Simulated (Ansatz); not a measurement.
**AlN, point defects**

Take a 16-atom supercell of AlN in the zinc blende structure (space group F-43m, No. 216; a = 4.3698 Å) at its relaxed geometry as the base.

One neutral defect a cell, atoms relaxed at fixed cell.

All numbers come from Ansatz (a quantum-chemistry and plane-wave program), r2SCAN, PAW, cutoff 500 eV, spin-orbit coupling left out.

| variant | pressure | largest displacement of a host atom from its site in the perfect cell |
|---|---|---|
| perfect supercell | 0.0 GPa | – |
| Tm on a Al site | 16.1 GPa | 0.17 Å |
| Al vacancy, symmetric start | 4.3 GPa | 0.19 Å |
| Al on a N site (antisite) | 27.4 GPa | 0.42 Å |
| Al interstitial (started 1.89 Å from the nearest host atom), symmetric start | 18.8 GPa | 0.19 Å |

The magnetic state is the one reached from the starting moments; the real material's order can differ, and small cells can't hold many antiferromagnetic ones. Open 4f shells without U are poorly described, and the f state was not checked. In so small a cell the defect repeats every few ångströms: this is an ordered compound, not a dilute defect. A case with no gap was solved on a k-mesh chosen for an insulator, which is coarse for it. Defects with a symmetric start kept the site's symmetry and may sit on a saddle; the others started slightly shaken. Seeded moments were not kept for Al on a N site (antisite) and Al interstitial (started 1.89 Å from the nearest host atom). This is not the structure that AlN has at room temperature and ambient pressure.
